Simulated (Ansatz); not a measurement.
# How far to go with the k-point mesh at a smearing width of 0.05 eV: CsO2 (I4mm, 3 atoms in the cell)

```
CsO2
1.0
   -2.18931     2.18931     3.63781
    2.18931    -2.18931     3.63781
    2.18931     2.18931    -3.63781
Cs O
1 2
Direct
  0.00687   0.00687   0.00000
  0.59234   0.59234   0.00000
  0.40766   0.40766   0.00000
```

Method: PBEsol, default PAW files made with PBE (plane waves; Ansatz, a program for electronic structure).

Base settings: basis.ecutwfc = 420 eV; kpoints.mp_grid.grid = 11 11 11; hamiltonian.xc = pbesol; hamiltonian.pseudopotentials = {kind: paw} (the program's default PAW files); scf.occupations.method = fermi_dirac; scf.occupations.width = 0.1 eV.

In this ladder: scf.occupations.width = 0.05 eV.

Only quantities that move along the ladder and can be compared are tabulated.

The count of work is k-points × plane waves × bands × iterations; it is no time. 

The starting cell comes from a database of computed structures (which also holds hypothetical and non-ambient phases and stackings), without a prior relaxation at this level. Its lattice was rescaled by up to half a per cent. One atom was moved a little off its site on purpose.

```tsv
kpoints.mp_grid.grid	free energy less the last step's (meV/atom)	count of work / last
4 4 4	-0.79	0.011
5 5 5	0.14	0.015
6 6 6	-0.02	0.025
7 7 7	-0.01	0.034
8 8 8	-0.03	0.050
10 10 10	-0.01	0.086
12 12 12	0.00	0.14
14 14 14	0.00	0.21
17 17 17	0.00	0.34
25 25 25	0.00	1.0
```

Coarsest kpoints.mp_grid.grid that holds the free energy within 0.5 meV/atom of the last step, with all finer ones: 5 5 5, at 0.015 of the last step's count of work; the step before is off by 0.79 meV/atom.

Keys are those of Ansatz 0.2.
